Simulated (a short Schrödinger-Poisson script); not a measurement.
## MOS inversion layer, SiO2 on p-type Ge(111)

Stack: MOS inversion layer, SiO2 on p-type Ge(111), at 300 K.

```tsv
layer	material	thickness (nm)	Na (cm⁻³)
1	SiO2	2.8	-
2	Ge	700	3.5e17
```

Constants are typed, rounded textbook-type inputs, not results; the design itself was drawn at random and stands for no fabricated device. SiO2: permittivity 3.9, conduction-band edge (eV) 3.1, gap (eV) 9, electron mass (mₑ) 0.5. Ge: permittivity 16, conduction-band edge (eV) 0, gap (eV) 0.664, Nv at 300 K (cm⁻³) 6e18.

Channel valleys (confinement mass, in-plane density-of-states mass, number): L1 1.59, 0.08, 1; L3 0.09, 0.34, 3. At the gate the conduction-band edge of layer 1 lies 3.56 eV − eVg above the Fermi level of the channel; the field vanishes at the back. Gaps are held at their typed values at every temperature. Mesh 0.03 nm at interfaces.

Solved with a short Schrödinger-Poisson script written for these runs: 1D Poisson equation in equilibrium, electrons quantum, Hartree (BenDaniel-Duke, 12 states a valley, the channel's in-plane mass for all, wave functions ending at the dielectric), parabolic valleys, classical holes, full ionisation, no traps, pinning or gate leakage.

```tsv
Vg (V)	electrons (cm⁻²)	C (μF/cm²)	L1 E0 (meV)	L1 E1 (meV)	L3 E0 (meV)	L3 E1 (meV)
0.3	2.74e6	0.303	358.1	385.5	415.6	478.3
0.4	3.77e7	0.273	285.2	315.6	349.1	420.6
0.5	6.13e8	0.253	209.8	242.7	279.3	358.1
0.6	1.06e10	0.270	133.5	168.6	207.9	293.0
0.7	1.24e11	0.519	67.2	104.8	146.5	236.7
0.8	4.84e11	0.789	27.9	68.5	112.7	206.1
0.9	9.89e11	0.900	4.6	48.4	95.0	190.7
1	1.55e12	0.951	-12.3	34.7	83.6	181.2
1.1	2.15e12	0.980	-26.2	24.2	75.3	174.6
1.2	2.76e12	0.999	-38.4	15.3	68.8	169.6
1.3	3.38e12	1.01	-49.5	7.6	63.3	165.6
1.4	4.01e12	1.02	-59.8	0.6	58.5	162.4
1.5	4.65e12	1.03	-69.6	-5.8	54.3	159.6
1.6	5.29e12	1.04	-78.9	-11.8	50.5	157.2
1.7	5.94e12	1.04	-87.9	-17.4	47.1	155.1
1.8	6.59e12	1.05	-96.6	-22.8	43.9	153.3
1.9	7.24e12	1.05	-105.1	-28.0	41.0	151.7
2	7.90e12	1.05	-113.3	-32.9	38.2	150.3
2.1	8.55e12	1.06	-121.4	-37.7	35.6	149.0
```

Gate voltages with under 1e6 electrons/cm² are left out.

Subbands count from the Fermi level.

Only the L valleys are kept; under strong confinement the Δ valleys of Ge fill too.
